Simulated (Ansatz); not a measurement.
Defect: Zr-vacancy pair (Zr on one host W site, one W site vacant) in bcc W, neutral cell. All values below come from PBE, PAW (plane waves to 420 eV; Ansatz, a quantum-chemistry and plane-wave program).

Cell of 36 host sites held at the relaxed PBE lattice; a 2×2×3 k-point mesh shifted by half a step; Fermi-Dirac width 0.10 eV, spin-restricted; finite-size errors left in. Energies are static. Spin-orbit coupling is left out. Forms of the defect that were not tried may lie lower.

Barriers: single points on a 3×3×5 k-point mesh shifted by half a step at the bands' geometries.

Relaxed starting cell (atoms counted from 1):

```xyz
35
Lattice="9.5529 0.0000 0.0000 0.0000 9.5529 0.0000 0.0000 0.0000 6.3686" Properties=species:S:1:pos:R:3 pbc="T T T"
Zr     0.1093     0.1150     0.1360
W     -0.0122    -0.0069     3.2281
W     -0.0155     3.2116     0.0062
W      0.0072     3.1652     3.1515
W     -0.0033     6.3884     0.0131
W     -0.0050     6.3581     3.2019
W      3.2055    -0.0091     0.0067
W      3.1608     0.0130     3.1514
W      3.1509     3.1566     0.0272
W      3.1649     3.1705     3.1663
W      3.1817     6.3531     0.0031
W      3.1776     6.3632     3.1936
W      6.3826     0.0026     0.0133
W      6.3527     0.0008     3.2020
W      6.3475     3.1874     0.0032
W      6.3576     3.1833     3.1938
W      6.3593     6.3650     0.0134
W      6.3644     6.3702     3.1952
W      1.6218     1.6271     4.7132
W      1.5807     4.7487     1.5942
W      1.5805     4.7631     4.7802
W      1.6291     7.9146     1.6405
W      1.6097     7.9544     4.7848
W      4.7426     1.5871     1.5941
W      4.7574     1.5870     4.7802
W      4.7637     4.7700     1.5921
W      4.7519     4.7582     4.7878
W      4.7756     7.9595     1.6050
W      4.7621     7.9673     4.7868
W      7.9085     1.6352     1.6408
W      7.9486     1.6156     4.7847
W      7.9530     4.7818     1.6049
W      7.9610     4.7681     4.7866
W      7.9435     7.9496     1.6218
W      7.9486     7.9546     4.7869
```

End state 1 differs by these moves (Å; atoms that move under 0.08 Å are left out):

```csv
atom,element,Δx,Δy,Δz
1,Zr,1.35,1.35,1.34
```

What is the computed forward and backward barriers to end state 1 (PBE, PAW)?

forward 0.70 eV, backward 0.70 eV; at the saddle point atom 1 has neighbours 4 W at 2.75, 2 W at 2.79, W at 3.41, W at 3.42, 2 W at 3.43, 2 W at 3.44 Å. The saddle point's order was not checked, and it lies on a symmetry element of the cell, where a band can be held.
